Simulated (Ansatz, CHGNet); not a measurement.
# How well does each level of theory give the volume per atom of AlB2-type HfB₂?

Reference value: 9.91 Å³/atom (measured, room temperature, no zero-point or thermal correction; as tabulated in Burrage et al. (2022), doi:10.3390/ma15082762).

| level (code) | value (Å³/atom) |
|---|---|
| CHGNet-r²SCAN | 9.86 |
| LDA (Ansatz) | 9.51 |
| PBE (Ansatz) | … |
| revPBE (Ansatz) | 10.09 |
| RPBE (Ansatz) | … |
| PBE-D3(BJ) (Ansatz) | … |
| PBEsol-D3(BJ) (Ansatz) | 9.51 |
| r²SCAN (Ansatz) | 9.88 |
| HSE06 (Ansatz) | 9.87 |

### Question
Complete the blanks.

### Answer

- PBE (Ansatz, a first-principles code), value (Å³/atom): 9.96
- RPBE (Ansatz), value (Å³/atom): 10.13
- PBE-D3(BJ) (Ansatz), value (Å³/atom): 9.72

Differences against the reference: CHGNet-r²SCAN -0.5 %, LDA -4.0 %, PBE +0.5 %, revPBE +1.8 %, RPBE +2.2 %, PBE-D3(BJ) -1.9 %, PBEsol-D3(BJ) -4.0 %, r²SCAN -0.3 %, HSE06 -0.4 %.

The reference is not for a static lattice or low temperature, so close values are not ranked against it.

The reference isn't brought to a static lattice, while the calculations are for one, so the differences are not the levels' errors alone. A static lattice is as a rule a little smaller than the measured one.  Density-functional levels without +SOC have no spin–orbit coupling. HSE06: exact exchange on metals is sensitive to the k mesh and can open a false gap. HSE06: the run warned that the count of filled bands differs between k points. Cutoffs and k meshes differ between the levels. Ansatz's density-functional and Hartree–Fock values are scalar-relativistic unless marked +SOC, with PAW data made under PBE.

Machine-learned potentials (CHGNet-r²SCAN) are trained on DFT data: a solid inside that data is no test of them.

Differences are worked out from the printed values.
